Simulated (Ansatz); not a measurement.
# MoS2, response to strain

Base system: MoS₂ (space group P6_3/mmc, No. 194; a = 3.1493 Å, c = 12.0895 Å; layered, stacked along the Cartesian z axis).

Strains are applied to the cell and any free atomic positions relax.

Method: Ansatz (a quantum-chemistry and plane-wave program) PBE-D3(BJ), no SOC.

Notes on the quantities. energy relative to the base: free energy F.

```json
[
 {"variant": "base", "largest internal atomic displacement": "–", "smallest direct gap": "1.70 eV", "shortest interatomic distance": "2.400 Å", "band gap": "0.77 eV", "energy relative to the base": "0 meV/atom"},
 {"variant": "isotropic strain +0.60 %", "largest internal atomic displacement": "0.015 Å", "smallest direct gap": "1.64 eV", "shortest interatomic distance": "2.404 Å", "band gap": "0.80 eV", "energy relative to the base": "+1.3 meV/atom"},
 {"variant": "isotropic strain +1.20 %", "largest internal atomic displacement": "0.029 Å", "smallest direct gap": "1.58 eV", "shortest interatomic distance": "2.409 Å", "band gap": "0.83 eV", "energy relative to the base": "+5.1 meV/atom"},
 {"variant": "isotropic strain +2.40 %", "largest internal atomic displacement": "0.059 Å", "smallest direct gap": "1.48 eV", "shortest interatomic distance": "2.419 Å", "band gap": "0.72 eV", "energy relative to the base": "+20 meV/atom"},
 {"variant": "isotropic strain +3.00 %", "largest internal atomic displacement": "?", "smallest direct gap": "?", "shortest interatomic distance": "2.424 Å", "band gap": "?", "energy relative to the base": "?"}
]
```

Problem. What belongs in the blanks?

Solution. 
- isotropic strain +3.00 %, largest internal atomic displacement: 0.073 Å
- isotropic strain +3.00 %, smallest direct gap: 1.42 eV
- isotropic strain +3.00 %, band gap: 0.64 eV
- isotropic strain +3.00 %, energy relative to the base: +30 meV/atom

Gaps are read on the SCF mesh and a high-symmetry path. Whether these cells are dynamically stable was not tested.
